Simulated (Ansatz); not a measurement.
Input and output of a relaxation of cell and atoms for MnO (Fm-3m, 4 atoms in the cell) (Ansatz, a program for electronic structure).

Level of theory: PBE (plane waves, PAW; Ansatz).

```yaml
crystal:
  lattice:
    - [4.37340, 2.18670, 2.18670]
    - [2.18670, 4.37340, 2.18670]
    - [2.18670, 2.18670, 4.37340]
  atoms:
    - { symbol: Mn, position: [0.00000, 0.00000, 0.00000], spin: 5.0 }
    - { symbol: Mn, position: [0.50000, 0.50000, 0.50000], spin: -5.0 }
    - { symbol: O, position: [0.25000, 0.25000, 0.25000] }
    - { symbol: O, position: [0.75000, 0.75000, 0.75000] }
```
(The spins are starting values, not results.)

Reference input (self-consistent single point, DFT, PBE, plane waves, default PAW files): kpoints.mp_grid.grid = 7 7 7; hamiltonian.xc = pbe; hamiltonian.pseudopotentials = {kind: paw} (the program's default PAW files); magnetization.spin_polarized = true; scf.occupations.method = fermi_dirac; scf.occupations.width = 0.01 eV. This run's input differs from it in these lines:

```diff
@@ -23,2 +23,4 @@
     width: 0.01 eV
+relax:
+  cell: {}
 output:
```

Output, abridged:

```
   [... SCF lines of the steps left out ...]
relax step   1: F+E_penalty+E_count = -8932.60513135 eV  Δ(F+E_penalty+E_count) = +0.000e0 eV  max|allowed force component| = 3.787e-29 eV/Å  Δτ_max = 0.0000 Å  P = +7.239 GPa  Ω = 41.824 Å³  (11 SCF iters, dr2 threshold 1.00e-7 eV, accepted)
relax step   2: F+E_penalty+E_count = -8932.65884359 eV  Δ(F+E_penalty+E_count) = -5.371e-2 eV  max|allowed force component| = 2.721e-29 eV/Å  Δτ_max = 0.0000 Å  P = +1.674 GPa  Ω = 42.996 Å³  energy of the carried Pulay correction = -4.570e-3 eV  [...]
   [... lines left out ...]
relax step   6: F+E_penalty+E_count = -8932.66868851 eV  Δ(F+E_penalty+E_count) = +1.097e-4 eV  max|allowed force component| = 8.508e-29 eV/Å  Δτ_max = 0.0000 Å  P = +0.017 GPa  Ω = 43.531 Å³  energy of the carried Pulay correction = -2.905e-4 eV  [...]
relax step   7: F+E_penalty+E_count = -8932.66898148 eV  Δ(F+E_penalty+E_count) = -2.930e-4 eV  max|allowed force component| = 1.027e-28 eV/Å  Δτ_max = 0.0000 Å  P = +0.021 GPa  Ω = 43.531 Å³  stress off target by 3.60e-2 GPa  SCF on the basis [...]
basis re-selected at this cell: Δ(F+E_penalty+E_count) = -2.930e-4 eV, ΔP = +0.004 GPa vs the last step
the relaxation is at rest under the 24 symmetry operations that the run kept from its start: a minimum is not shown …
the relaxation's final electronic state is not compared with the one that a single-point calculation of its input finds at the relaxed geometry …
Magnetization: 0.0000 μB (21.0000 up, 21.0000 down)
   [... lines left out ...]
Absolute magnetization: 9.0174 μB (∫|ρ↑−ρ↓|, with the PAW one-centre terms)
Free energy (F): -8932.668981 eV
Fermi energy:    13.275220 eV
  cell:  # Å, volume = 43.5309 Å³
   [... lines left out ...]
    - [2.1154785411298307, 2.1154785411298307, 4.3657392806323925]
  atoms:
    - { symbol: Mn, position: [3.703037462287627e-34, -2.058517263798789e-34, 3.0390366290065684e-35] }
    - { symbol: Mn, position: [0.5, 0.5, 0.5] }
    - { symbol: O, position: [0.2499999999999999, 0.2499999999999999, 0.2499999999999999] }
    - { symbol: O, position: [0.7499999999999999, 0.7499999999999999, 0.7499999999999999] }
```

The run converged. 

Summary of the result:
Free energy E − TS (on the zero of these files): -8932.6690 eV
Top of the valence band (on the code's own zero): 12.83 eV
Gap on the k-point mesh: 0.88 eV
Pressure: 0.02 GPa
Size of the cell's spin moment: 0.00 μB
Final cell: a = b = c = 5.2925 Å, α = β = γ = 34.99°
Final volume per atom: 10.88 Å³
Relaxation steps: 7

The starting cell has typed, rounded lattice constants, without a prior relaxation at this level. Its lattice was rescaled by a random factor within 2.5 % of one. The magnetic order is the one reached from the typed start; others were not searched systematically. The relaxation keeps the symmetry of its start, so its end need not be a minimum. Ansatz's pressure includes its estimate of the finite-basis (Pulay) stress. Without the estimate this run gives -0.59 GPa.

Cost on one core of a shared machine: roughly 40 s.

Keys are those of Ansatz 0.2.
